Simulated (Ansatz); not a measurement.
Consider these faces of 2H silicon carbide (a metastable polymorph), relaxed from ideal cuts in 1x1 cells: (10-10), (11-20), (21-30).

The numbers are results of PBE (plane waves to 420 eV, PAW; Ansatz, a program for electronic structure), not measurements.

Problem. Put the candidates in order of surface energy, lowest first, for PBE.

Solution. (10-10) (2.34 J/m²), (21-30) (2.56 J/m²), (11-20) (2.58 J/m²)
